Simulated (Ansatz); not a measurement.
Data:

```
CaF2
1.0
    3.90044     0.00000     0.00000
    0.00000     3.90044     0.00000
    1.95022    -1.95022     2.75802
Ca F
1 2
Direct
  0.00000   0.00000   0.00000
  0.25000   0.25000   0.50000
  0.75000   0.75000   0.50000
```

The cell is taken as given; by r2SCAN it stands under a pressure of -3.4 GPa.

Transport runs along the normal of the first two printed cell vectors, the (001) plane of the conventional cell.

The gap is the functional's own, uncorrected, and κ follows it; spin-orbit coupling is left out. Mid-gap means the computed energy nearest the middle.

Q: Estimate the band gap and the smallest decay constant κ at mid-gap that r2SCAN (Ansatz, a first-principles code) returns for this system.

A: Gap 7.78 eV on a 12×12×12 mesh; κ = 0.542 1/Å, at the zone centre.
